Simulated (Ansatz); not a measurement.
Input:

End structure of N on the 1x1 (111) surface of fcc Cu, one in a 2x2 cell, started at the site 'bridge Cu-Cu (span 2.6 Å)':

```yaml
crystal:
  lattice:
    - [5.13360, 0.00000, 0.00000]
    - [-2.56680, 4.44582, 0.00000]
    - [0.00000, 0.00000, 25.50000]
  atoms:
    - { symbol: Cu, position: [0.16667, 0.33333, 0.37817] }
    - { symbol: Cu, position: [0.16667, 0.83333, 0.37817] }
    - { symbol: Cu, position: [0.66667, 0.33333, 0.37817] }
    - { symbol: Cu, position: [0.66667, 0.83333, 0.37817] }
    - { symbol: Cu, position: [0.33333, 0.16667, 0.45940] }
    - { symbol: Cu, position: [0.33333, 0.66667, 0.45940] }
    - { symbol: Cu, position: [0.83333, 0.16667, 0.45940] }
    - { symbol: Cu, position: [0.83333, 0.66667, 0.45940] }
    - { symbol: Cu, position: [0.99912, 0.99956, 0.54045] }
    - { symbol: Cu, position: [0.99837, 0.49919, 0.54215] }
    - { symbol: Cu, position: [0.49851, 0.99945, 0.54048] }
    - { symbol: Cu, position: [0.49851, 0.49906, 0.54048] }
    - { symbol: Cu, position: [0.15875, 0.33808, 0.62436] }
    - { symbol: Cu, position: [0.15875, 0.82066, 0.62436] }
    - { symbol: Cu, position: [0.67494, 0.33747, 0.62452] }
    - { symbol: Cu, position: [0.66490, 0.83245, 0.62065] }
    - { symbol: N, position: [0.32971, 0.16485, 0.66358] }
```

Model: 17-atom slab, 6.2 Å thick at the start under the adsorbate (thin: gaps and levels are the slab's own), 6x6x1 mesh, Fermi-Dirac 0.1 eV, dipole correction, 8 atoms held, the rest relaxed; start symmetry kept, larger cells not searched; spin-polarised, no spin-orbit, no U, no dispersion correction. The starting moment vanished. At the end it is bonded to 3 Cu. In PBE it is, or lies within 0.03 eV of, the lowest of the starts that converged.

A negative adsorption energy means that the adsorbate is more stable on the surface than in its reference.

Task: What is the computed work function of the top face (PBE (Ansatz, a quantum-chemistry and plane-wave program))?

Result: 5.80 eV

Task: Estimate the change of the step from the bottom to the top vacuum level, against the clean slab that PBE returns for this input.

Result: 0.96 eV

Task: Give the adsorption energy against ½ N2(g) at the level PBE.

Result: 1.47 eV

Task: Give the change of the work function at the level PBE.

Result: 1.02 eV
